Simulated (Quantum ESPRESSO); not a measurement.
## Short convergence ladders for LuTl (P4mm, 2 atoms in the cell)

```
CELL_PARAMETERS angstrom
      3.57690     0.00000     0.00000
      0.00000     3.57690     0.00000
      0.00000     0.00000     3.92180
ATOMIC_POSITIONS crystal
  Lu 0.00000 0.00000 0.01275
  Tl 0.50000 0.50000 0.50000
```

Base method: LDA (PZ), PSlibrary PAW (LDA) pseudopotentials (plane waves; Quantum ESPRESSO 7.5).

Base settings: ecutwfc = 50 Ry; ecutrho = 400 Ry; occupations = smearing; smearing = fermi-dirac; degauss = 0.0073499 Ry; potentials = {Lu: Lu.pz-spdn-kjpaw_psl.1.0.0.UPF, Tl: Tl.pz-dn-kjpaw_psl.1.0.0.UPF}; K_POINTS = automatic 4 4 4 0 0 0; conv_thr = 1e-09 Ry; mixing_beta = 0.7.

**The width of Fermi-Dirac smearing**

In this ladder: K_POINTS = automatic 7 7 7 0 0 0.

Narrow widths need finer meshes than wide ones, so the last steps can hold mesh noise.

Only quantities that move along the ladder and can be compared are tabulated; pressure and forces are left out, as mesh noise rules them at narrow widths.

```csv
degauss,free energy less the last step's (meV/atom),energy extrapolated to zero width less the last step's (meV/atom)
0.073499 Ry,-1134.88,-80.24
0.036749 Ry,-298.95,-7.81
0.02205 Ry,-107.89,-1.72
0.0147 Ry,-46.71,-0.48
0.0073499 Ry,-9.43,-0.02
0.0036749 Ry,0.00,0.00
```

Widest degauss that holds the energy extrapolated to zero width within 2 meV/atom of the last step, with all finer ones: 0.02205 Ry; the step before is off by 7.8 meV/atom.

Widest degauss that holds the free energy within 5 meV/atom: not settled: the last two steps still differ by 9.4 meV/atom, over half the tolerance, so the ladder does not show it.

The extrapolation to zero width removes most of the smearing's effect on the energy.

**The width of cold smearing**

In this ladder: smearing = marzari-vanderbilt; K_POINTS = automatic 7 7 7 0 0 0.

Narrow widths need finer meshes than wide ones, so the last steps can hold mesh noise.

Only quantities that move along the ladder and can be compared are tabulated; pressure and forces are left out, as mesh noise rules them at narrow widths.

```tsv
degauss	free energy less the last step's (meV/atom)
0.073499 Ry	-26.54
0.036749 Ry	-6.68
0.02205 Ry	-1.58
0.0147 Ry	-0.50
0.0073499 Ry	-0.13
0.0036749 Ry	0.00
```

Widest degauss that holds the free energy within 1 meV/atom of the last step, with all finer ones: 0.0147 Ry; the step before is off by 1.6 meV/atom.

On the base run: the starting cell comes from a database of computed structures (which also holds hypothetical and non-ambient phases and stackings), without a prior relaxation at this level. Its lattice was rescaled by up to half a per cent. One atom was moved a little off its site on purpose. In the base run, with a pressure of about -4 GPa the cell is away from its equilibrium volume at this level. Without a gap this mesh is coarse (it stands for a supercell whose shortest vector is 14 Å).

Left out of this page: 4 runs of the series outside the window shown, repeating another row's setting, or not comparable.
